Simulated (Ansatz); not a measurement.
Take Nb in the bcc (W type) structure (space group Im-3m, No. 229; a = 3.2729 Å; relaxed with 0.1 eV smearing) as the base. Axes: x, y, z lie along the cube axes.

Level of theory: PBEsol, PAW, 420 eV (Ansatz, a quantum-chemistry and plane-wave program; no spin-orbit coupling), earlier PAW set.

Strains are applied to the cell and any free atomic positions relax; under biaxial strain the out-of-plane vector relaxes too.

One change was made to it. Results:

```json
[
 {"quantity": "energy relative to the base (free energy F)", "base": "0 meV/atom", "after": "+4.1 meV/atom"},
 {"quantity": "shortest interatomic distance", "base": "2.834 Å", "after": "2.770 Å"}
]
```

Q: What was done to the base?
A) strain tensor (xx, yy, zz, yz, xz, xy) = (−0.92, +0.42, +0.05, −1.16, −0.05, −1.24) %
B) tensor shear ε_xy = −2.03 %
C) tensor shear ε_xy = −3.44 %
D) biaxial strain −0.59 %, plane normal [001], relaxed out of plane
E) uniaxial strain ε_zz = +2.39 %

A: C, tensor shear ε_xy = −3.44 %. For comparison, the energy relative to the base in the other runs: tensor shear ε_xy = −2.03 % gives +1.3 meV/atom; strain tensor (xx, yy, zz, yz, xz, xy) = (−0.92, +0.42, +0.05, −1.16, −0.05, −1.24) % gives +1.8 meV/atom; biaxial strain −0.59 %, plane normal [001], relaxed out of plane gives +1.0 meV/atom; uniaxial strain ε_zz = +2.39 % gives +7.9 meV/atom.

Whether these cells are dynamically stable was not tested. The final runs are not spin-polarised.
